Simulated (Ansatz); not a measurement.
Here is the system:

Host crystal: 3C silicon carbide, with a band gap (PBE, scalar-relativistic without spin-orbit coupling).

End structure of NH3 on the 1x1 (110) surface of 3C silicon carbide (cut with top plane C + Si), one in a 2x2 cell, started at the site 'hollow Si':

```
CELL_PARAMETERS angstrom
      6.19426     0.00000     0.00000
      0.00000     8.76000     0.00000
      0.00000     0.00000    27.00000
ATOMIC_POSITIONS crystal
  C  0.00000 0.36841 0.35704
  C  0.00000 0.86841 0.35704
  C  0.50000 0.36841 0.35704
  C  0.50000 0.86841 0.35704
  Si 0.25000 0.27125 0.36602
  Si 0.25000 0.77125 0.36602
  Si 0.75000 0.27125 0.36602
  Si 0.75000 0.77125 0.36602
  C  0.25000 0.11854 0.41341
  C  0.25000 0.61854 0.41341
  C  0.75000 0.11854 0.41341
  C  0.75000 0.61854 0.41341
  Si 0.00000 0.99658 0.41191
  Si 0.00000 0.49658 0.41191
  Si 0.50000 0.99658 0.41191
  Si 0.50000 0.49658 0.41191
  C  0.00000 0.37268 0.47117
  C  0.00000 0.87268 0.47117
  C  0.50000 0.37268 0.47117
  C  0.50000 0.87268 0.47117
  Si 0.25000 0.24764 0.47189
  Si 0.25000 0.74764 0.47189
  Si 0.75000 0.24764 0.47189
  Si 0.75000 0.74764 0.47189
  C  0.24979 0.12269 0.52885
  C  0.25030 0.62220 0.52884
  C  0.75022 0.12269 0.52885
  C  0.74971 0.62220 0.52884
  Si 0.00001 0.99655 0.52862
  Si 0.00001 0.49751 0.52785
  Si 0.50001 0.99807 0.52816
  Si 0.50001 0.49717 0.52804
  C  0.00001 0.36865 0.58612
  C  0.00002 0.87029 0.58647
  C  0.50001 0.36946 0.58656
  C  0.50002 0.86929 0.58706
  Si 0.24978 0.24539 0.58833
  Si 0.24897 0.74798 0.58729
  Si 0.75024 0.24540 0.58833
  Si 0.75107 0.74798 0.58728
  C  0.24808 0.11961 0.64314
  C  0.24910 0.61975 0.64403
  C  0.75194 0.11962 0.64314
  C  0.75095 0.61975 0.64403
  Si 0.00001 0.00965 0.64021
  Si 0.00003 0.51925 0.63335
  Si 0.50002 0.02620 0.63410
  Si 0.50001 0.52138 0.63391
  N  0.99999 0.87229 0.69462
  H  0.13181 0.79751 0.69051
  H  0.99984 0.92468 0.72850
  H  0.86820 0.79745 0.69046
```

Model: 52-atom slab, 7.7 Å thick at the start under the adsorbate (thin: gaps and levels are the slab's own), 3x2x1 mesh, Fermi-Dirac 0.01 eV, dipole correction, single point; no symmetry held, on the structure that PBE left; no spin, no spin-orbit, no U, no dispersion correction. At the end it is bonded to Si. In PBE it is, or lies within 0.03 eV of, the lowest of the starts that converged; the order may differ at this level.

A negative adsorption energy means that the adsorbate is more stable on the surface than in its reference.

Q: Predict the change of the step from the bottom to the top vacuum level, against the clean slab from Ansatz (a program for electronic structure) with HSE06, at the PBE geometry.

A: -1.50 eV

Q: Estimate the adsorption energy against NH3(g) at the same level that HSE06, at the PBE geometry returns for this input.

A: -2.03 eV
